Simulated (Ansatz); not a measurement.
Band structure of Sn (I4_1/amd, 2 atoms in the cell).

```
CELL_PARAMETERS angstrom
     -2.91500     2.91500     1.59000
      2.91500    -2.91500     1.59000
      2.91500     2.91500    -1.59000
ATOMIC_POSITIONS crystal
  Sn 0.25000 0.75000 0.50000
  Sn 0.00000 0.00000 0.00000
```

Method of the run: PBE, PAW files (plane waves; Ansatz, an electronic-structure program).

Settings: kpoints.mp_grid.grid = 8 8 8; hamiltonian.xc = pbe; hamiltonian.pseudopotentials = {kind: paw} (an earlier, softer set of the program's PAW files); scf.occupations.method = gaussian; scf.occupations.width = 0.1 eV; kpoints.band_path.npoints = 8.

The starting cell has typed, rounded lattice constants, without a prior relaxation at this level.

Levels in eV from the Fermi level, bands 11 to 17:
```tsv
point	11	12	13	14	15	16	17
Γ	-11.15	-3.58	-1.97	-1.97	2.99	6.28	6.28
X	-8.89	-8.89	0.62	0.62	1.62	1.62	6.04
M	-7.53	-7.53	-4.81	-4.81	5.05	5.05	9.48
Z	-6.48	-5.55	-3.04	-2.93	-2.93	3.15	5.60
P	-5.96	-5.96	-3.53	-3.53	3.62	3.62	4.00
N	-6.92	-5.40	-2.29	-1.68	-1.14	2.26	2.89
Z1	-6.48	-5.55	-3.04	-2.93	-2.93	3.15	5.60
```

Bands cross the Fermi level along this path, so the cell is metallic at this level.

Keys are those of Ansatz 0.2.
